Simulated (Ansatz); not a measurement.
System: Re (model structure, started from the diamond type, Fd-3m, No. 227, 2 atoms in the cell). Method: LDA in Ansatz (PAW).

Numerical settings: plane-wave cutoff 520 eV, 18×18×18 k mesh, Fermi–Dirac smearing 0.05 eV, no spin polarisation, scalar-relativistic PAW data made under PBE.

Cell (relaxed at this level):

```cif
data_Re2
_chemical_formula_sum 'Re2'
_space_group_name_H-M_alt 'P 1'
_space_group_IT_number 1
_cell_length_a 3.93176
_cell_length_b 3.93176
_cell_length_c 3.93176
_cell_angle_alpha 60.000
_cell_angle_beta 60.000
_cell_angle_gamma 60.000
loop_
_space_group_symop_operation_xyz
  'x, y, z'
loop_
_atom_site_label
_atom_site_type_symbol
_atom_site_fract_x
_atom_site_fract_y
_atom_site_fract_z
_atom_site_occupancy
Re1 Re 0.25000 0.25000 0.25000 1
Re2 Re 0.00000 0.00000 0.00000 1
```

Predict the bulk modulus.


bulk modulus: 200 GPa

Note: the run has no spin polarisation, so it can have missed a magnetic state; the bulk modulus is −V dP/dV from two relaxed cells at ±2 % in volume; the relaxation could raise the start's symmetry but not lower it, so the cell can be a saddle point.

Spin–orbit coupling is not included.

It cost around 80 core-seconds (rough) of CPU time.

A model structure was made by putting elements into a prototype or built by hand; it is no filed structure, need not be a known phase, and can be a saddle point held by its symmetry.

Ansatz is a program for electronic structure.
